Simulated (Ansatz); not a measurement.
What O → Se does to La2O3

The reference is La2O3 (space group P-3m1, No. 164; a = 3.9061 Å, c = 6.0400 Å).

Now apply this change: full substitution O → Se; the structure is relaxed again.

All numbers come from PBEsol (Ansatz, a quantum-chemistry and plane-wave program), without spin-orbit coupling. k-mesh 8×8×5 (Γ-centred); smearing 0.05 eV (Fermi–Dirac), for the changed cell.

The volume per atom grows by 12.86 Å³ to 28.82 Å³ and the density falls by 0.85 g/cm³ (6.78 g/cm³ → 5.93 g/cm³). The lattice parameter a increases by 0.914 Å (3.906 Å → 4.820 Å) and the c/a ratio drops by 0.060, from 1.546 to 1.486. The space group remains P-3m1 (No. 164) and the shortest interatomic distance goes up by 0.551 Å (2.349 Å → 2.900 Å). The band gap shrinks by 2.096 eV (3.77 eV → 1.68 eV) and the gap character becomes direct at Γ (base: indirect, L → K). The width of the top valence band goes up by 0.435 eV (0.41 eV → 0.84 eV) and the hole mass comes out as 0.26 mₑ along c, 0.42 mₑ across (at Γ). The valence-band top at Γ (three highest levels, from the VBM) amounts to 0.00, -0.61, -0.61 eV.

Cost of the whole job for the changed cell (relaxation, final SCF and bands): around 110 core-seconds (rough).

Effective masses come from finite differences of ±0.01 Å⁻¹. Whether these cells are dynamically stable was not tested. As relaxed here, La2Se3 is a hypothetical phase, not in the database extracts checked.
